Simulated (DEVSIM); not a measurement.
Structure: illuminated Si n-on-p cell, one wavelength, at 300 K.

Layer 1 from the left is Si, thickness (μm) 0.340, Nd (cm⁻³) 3e18, τn (s) 2.8e-7, τp (s) 6.2e-6, absorption coefficient (cm⁻¹) 120. Layer 2 from the left is Si, thickness (μm) 40.0, Na (cm⁻³) 1.2e16, τn (s) 1.2e-5, τp (s) 1.2e-5, absorption coefficient (cm⁻¹) 120.

Left contact: ohmic, minority hole recombination velocity 100 cm/s. Right contact: ohmic, minority electron recombination velocity 5e6 cm/s. Voltage is applied to the left contact. Recombination: SRH at mid-gap, radiative, Auger. Light enters at the left, 3.5e17 photons cm⁻² s⁻¹, one pass, no reflection. Mobility is μmin + (μ − μmin)/(1 + (N/Nref)^α).

This is a model device: material constants are rounded textbook-type values typed into the input, and sizes, dopings and lifetimes were drawn at random. Values at 300 K.

Si: gap (eV) 1.124, affinity (eV) 4.05, permittivity 11.7, Nc (cm⁻³) 2.86e19, Nv (cm⁻³) 3.1e19, μn (cm²/Vs) 1417, μp (cm²/Vs) 470, μn,min 52, μp,min 45, Nref,n 9.7e16, Nref,p 2.2e17, αn 0.68, αp 0.72, B (cm³/s) 4.7e-15, Cn (cm⁶/s) 2.8e-31, Cp (cm⁶/s) 9.9e-32.

Model (solved in DEVSIM): 1D drift-diffusion, Boltzmann statistics, complete ionisation; no tunnelling, impact ionisation, image-force lowering or self-heating.

Dark forward current:

| |V| (V) | |J| (A/cm²) |
|---|---|
| 0.05 | 3.879e-10 |
| 0.10 | 1.681e-9 |
| 0.15 | 7.228e-9 |
| 0.20 | 3.645e-8 |
| 0.25 | 2.133e-7 |
| 0.30 | 1.366e-6 |
| 0.35 | 9.137e-6 |
| 0.40 | 6.232e-5 |
| 0.45 | 0.0004285 |
| 0.50 | 0.002956 |
| 0.55 | 0.02040 |
| 0.60 | 0.1404 |
| 0.65 | 0.9427 |
| 0.70 | 5.662 |
| 0.75 | 26.48 |
| 0.80 | 96.05 |
| 0.85 | 295.0 |
| 0.90 | 812.8 |
| 0.95 | 1949 |
| 1.00 | 3756 |

### Question
Work out the local ideality factor n = ΔV / (kT/q · ln(J2/J1)) between the rows 0.15 and 0.20 V, 0.50 and 0.55 V, 0.95 and 1.00 V.

### Answer
kT/q = 25.85 mV. From 0.15 to 0.20 V: ln(3.645e-8/7.228e-9) = 1.618, n = 1.20. From 0.50 to 0.55 V: ln(0.02040/0.002956) = 1.932, n = 1.00, near the 1 of diffusion or emission over a barrier. From 0.95 to 1.00 V: ln(3756/1949) = 0.656, n = 2.95.

### Question
What current could the absorbed light give at most, and what share is collected?

### Answer
Σ αd = 0.484, so qΦ(1 − exp(−Σ αd)) = 21.5 mA/cm². The simulated short-circuit current is 11.78 mA/cm², a share of 0.55.

### Question
Estimate the open-circuit voltage by superposition: the voltage at which the dark current equals that short-circuit current.

### Answer
Interpolating ln J in the table gives 0.536 V. The simulation gives 0.536 V, the same within the digits that matter. Superposition holds where collection doesn't change with voltage.

### Question
Estimate the fill factor from FF0 = (v − ln(v + 0.72))/(v + 1), v = qVoc/(nkT), with n from the dark curve.

### Answer
The rows about Voc, 0.50 and 0.55 V, give n = 1.00, so v = 20.7 and FF0 = 0.813. The simulation gives 0.811, the same within the digits that matter.
